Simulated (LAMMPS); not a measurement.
LAMMPS 22 Jul 2025, classical MD, AIREBO (CH.airebo): C, 1000 atoms.

```
Quantity                                                                                       Value
-----------------------------------------------  ---------------------------------------------------
task                                                                                         MD, nve
potential                                                                          AIREBO, CH.airebo
copies of the repeat unit                                                                      5×5×5
shape (slab and sphere leave vacuum in the box)                                                 bulk
steps                                                                                            400
timestep                                                                                      0.5 fs
thermo                                                                                            50
newton                                                                                  on (default)
atom_modify sort (bins of 2 Å where set)                                              1000 (default)
comm_style                                                                           brick (default)
box                                                                             17.8 × 17.8 × 17.8 Å
start                                            generated diamond lattice, warmed in an untimed run
```

All runs start from one configuration, warmed at this fixed volume for 300 steps under a thermostat at 900 K. The run at a skin of 2 Å has a mean temperature of 899 K and a mean pressure of 4.6 GPa.

Each setting ran once; only counts and results are compared.

With neigh_modify every 1 delay 0 check yes, skins of 0.1, 0.3, 0.5, 1, 1.5, 2, 3 Å were run. Further schedules:
- skin 1 Å, every 20 delay 0 check no
- skin 1 Å, every 10 delay 0 check yes
- skin 0.3 Å, every 100 delay 0 check no
- skin 2 Å, every 1 delay 10 check yes
- skin 0.3 Å, every 10 delay 0 check yes
- skin 0.3 Å, every 20 delay 0 check no
- skin 2 Å, every 100 delay 0 check no

A schedule rebuilds too seldom if it shows a dangerous build, rebuilds less often than the check at every step does at that skin, or fails.

**Question.** How often does the distance check rebuild the lists at each skin, and which schedules rebuild too seldom?

**Answer.** With the check at every step the rebuilds are 107 at 0.1 Å, 38 at 0.3 Å, 20 at 0.5 Å, 0 at 1 Å, 0 at 1.5 Å, 0 at 2 Å, 0 at 3 Å. Too seldom: skin 0.3 Å, every 100 delay 0 check no; skin 0.3 Å, every 10 delay 0 check yes; skin 0.3 Å, every 20 delay 0 check no.

```csv
setting,rebuilds,dangerous builds,list entries an atom,change of the total energy (meV/atom)
"skin 0.1 Å, every 1 delay 0 check yes",107,—,798,−0.0065
"skin 0.3 Å, every 1 delay 0 check yes",38,—,860,−0.0065
"skin 0.5 Å, every 1 delay 0 check yes",20,—,900,−0.0065
"skin 1 Å, every 1 delay 0 check yes",0,—,1060,−0.0065
"skin 1.5 Å, every 1 delay 0 check yes",0,—,1190,−0.0065
"skin 2 Å, every 1 delay 0 check yes",0,—,1350,−0.0065
"skin 3 Å, every 1 delay 0 check yes",0,—,1720,−0.0065
"skin 1 Å, every 20 delay 0 check no",20,not counted,1060,−0.0065
"skin 1 Å, every 10 delay 0 check yes",0,0,1060,−0.0065
"skin 0.3 Å, every 100 delay 0 check no",4,not counted,860,−0.0065
"skin 2 Å, every 1 delay 10 check yes",0,0,1350,−0.0065
"skin 0.3 Å, every 10 delay 0 check yes",29,18,860,−0.0065
"skin 0.3 Å, every 20 delay 0 check no",20,not counted,860,−0.0065
"skin 2 Å, every 100 delay 0 check no",4,not counted,1350,−0.0065
```

Where the energy changes as in the checked runs, the late rebuilds cost nothing that shows in this run. List entries are as LAMMPS prints them (Ave neighs/atom).
